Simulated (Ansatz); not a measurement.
MgS (model structure, started from the HgTe type, Fm-3m, No. 225, 6 atoms in the cell) was calculated with PBE-D3(BJ) (PAW; Ansatz, a quantum-chemistry and plane-wave program).

Settings: plane-wave cutoff 520 eV, 12×12×4 k mesh (along the axes of the cell as run), Fermi–Dirac smearing 0.01 eV, scalar-relativistic PAW data made under PBE.

Cell (relaxed at this level):

```cif
data_Mg4S4
_chemical_formula_sum 'Mg4 S4'
_space_group_name_H-M_alt 'Fm-3m'
_space_group_IT_number 225
_space_group_name_Hall '-F 4 2 3'
_cell_length_a 5.15508
_cell_length_b 5.15508
_cell_length_c 5.15508
_cell_angle_alpha 90.000
_cell_angle_beta 90.000
_cell_angle_gamma 90.000
loop_
_atom_site_label
_atom_site_type_symbol
_atom_site_symmetry_multiplicity
_atom_site_Wyckoff_symbol
_atom_site_fract_x
_atom_site_fract_y
_atom_site_fract_z
_atom_site_occupancy
Mg1 Mg 4 b 0.50000 0.50000 0.50000 1
S1 S 4 a 0.00000 0.00000 0.00000 1
```
(The calculation used a cell of 6 atoms; values per cell refer to that cell.)

**Question.** Estimate the band gap, smallest direct gap on the k points sampled and direct gap at Γ that the calculation returns.

**Answer.** 
* **band gap**: 2.85 eV (indirect)
* **smallest direct gap on the k points sampled**: 3.77 eV
* **direct gap at Γ**: 3.95 eV

The computed numbers hold no vibrational or temperature effects.

Cost on a shared machine: around 30 core-seconds (rough).

A model structure was made by putting elements into a prototype or built by hand; here it ended with the formula and space group of a phase in our tables.
